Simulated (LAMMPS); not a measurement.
An MD run on Al (fcc), 864 atoms, at 840 K and 0 GPa, heated as the crystal.

Computed with classical MD, pair style meam, file AlSiMgCuFe.meam (LAMMPS).

- state found = crystal; no diffusion seen in 30 ps
- density = 2.5970 ± 0.0001 g/cm³
- volume per atom = 17.2523 ± 0.0008 Å³
- enthalpy per atom = -3.1251 ± 0.0003 eV
- first peak of g(r) = 2.86 Å, height 4.3
- coordination number = 12.0 (counted to 3.54 Å)
- most common Al-Al-Al angle = in the 3° bin centred on 58.5° (mean of all 97°)
- mean frequency of the velocity spectrum = 6.4 THz
- cost = about 5 core-minutes (a rough figure)

Potential: file AlSiMgCuFe.meam of the LAMMPS distribution; its header cites Jelinek, Groh, Horstemeyer, Houze, Kim, Wagner, Moitra and Baskes, Phys Rev B, 85, 245102 (2012).

States go by the mean squared displacement: a species diffuses where it passes 1.5 Å², still rises and gives D over 1e-6 cm²/s; a crystal has left its structure where atoms lie 0.35 Å off their sites on average or a cubic box changes its shape by 3 %.

Uncertainties are statistical and leave out the potential's own error.

```
r (Å)   g(r)
-----  -----
2.260  0.000
2.300  0.002
2.340  0.009
2.380  0.029
2.420  0.080
2.460  0.162
2.500  0.314
2.540  0.601
2.580   1.01
2.620   1.55
2.660   2.07
2.700   2.75
2.740   3.40
2.780   3.82
2.820   4.15
2.860   4.29
2.900   4.16
2.940   3.90
2.980   3.54
3.020   2.98
3.060   2.55
3.100   2.05
3.140   1.61
3.180   1.16
3.220  0.854
3.260  0.644
3.300  0.454
3.340  0.295
3.380  0.205
3.420  0.137
3.460  0.095
3.500  0.088
3.540  0.085
3.580  0.086
3.620  0.092
3.660  0.119
3.700  0.177
3.740  0.251
3.780  0.309
3.820  0.419
3.860  0.474
3.900  0.629
3.940  0.710
3.980  0.789
4.020  0.853
4.060  0.896
4.100  0.884
4.140  0.901
4.180  0.847
4.220  0.783
4.260  0.675
4.300  0.571
4.340  0.470
4.380  0.404
4.420  0.345
4.460  0.309
4.500  0.308
4.540  0.329
4.580  0.404
4.620  0.501
4.660  0.668
4.700  0.875
4.740   1.07
4.780   1.36
4.820   1.65
4.860   1.91
4.900   2.09
4.940   2.25
4.980   2.34
5.020   2.40
5.060   2.34
5.100   2.18
5.140   2.01
5.180   1.76
5.220   1.57
5.260   1.28
5.300   1.07
5.340  0.882
5.380  0.773
5.420  0.651
5.460  0.627
5.500  0.617
5.540  0.622
5.580  0.654
5.620  0.731
5.660  0.778
5.700  0.845
5.740  0.848
5.780  0.876
5.820  0.878
5.860  0.862
5.900  0.823
5.940  0.777
5.980  0.710
6.020  0.690
6.060  0.689
6.100  0.670
6.140  0.721
6.180  0.788
6.220  0.859
6.260  0.971
6.300   1.10
```
